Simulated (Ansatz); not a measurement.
The parent structure is BeSe in the zinc blende structure (space group F-43m, No. 216; a = 5.082 Å). Axes: x, y, z lie along the cube axes.

Calculations: Ansatz (a program for electronic structure) LDA, scalar-relativistic without spin-orbit coupling.

The change: the cell is stretched by 2.00 % along z with no lateral relaxation, atoms relaxed at fixed cell.

Question: Predict the stress tensor and what it implies for the stiffness.

Answer: Stress of the strained cell less that of the base (GPa, compression positive):
```
  -1.05    0.00    0.00
   0.00   -1.05    0.00
   0.00    0.00   -2.70
```

Then −Δσ_ii/ε with ε = 0.0200 gives secant stiffness values (nonlinear terms included at this strain): C33 ≈ 135 GPa, C13 ≈ 53 GPa and C23 ≈ 53 GPa.

No phonon test of stability was made.
